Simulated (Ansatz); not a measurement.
Base system: Pd in the fcc (Cu type) structure (space group Fm-3m, No. 225; relaxed with 0.1 eV smearing).

```cif
data_Pd
_chemical_formula_sum 'Pd1'
_space_group_name_H-M_alt 'P 1'
_space_group_IT_number 1
_cell_length_a 2.71628
_cell_length_b 2.71628
_cell_length_c 2.71628
_cell_angle_alpha 60.000
_cell_angle_beta 60.000
_cell_angle_gamma 60.000
loop_
_space_group_symop_operation_xyz
  'x, y, z'
loop_
_atom_site_label
_atom_site_type_symbol
_atom_site_fract_x
_atom_site_fract_y
_atom_site_fract_z
_atom_site_occupancy
Pd1 Pd 0.00000 0.00000 0.00000 1
```

The values are results of LDA (Ansatz, a program for electronic structure; PAW; 420 eV plane waves; spin-orbit coupling left out), not measurements.

For the base:

The band gap is zero and the pressure is 0.0 GPa.

Now apply this change: every lattice vector is stretched by 0.50 %; the atoms relax in the strained cell.

Problem. What happens to the band gap?

Solution. The band gap stays zero.

Problem. How does this affect the pressure?

Solution. The pressure goes from zero to -3.2 GPa.

Problem. What does the calculation give for the energy relative to the base after the change?

Solution. The energy goes up by 2.2 meV/atom.

Stability against distortions was not tested. All final runs are without spin polarisation.
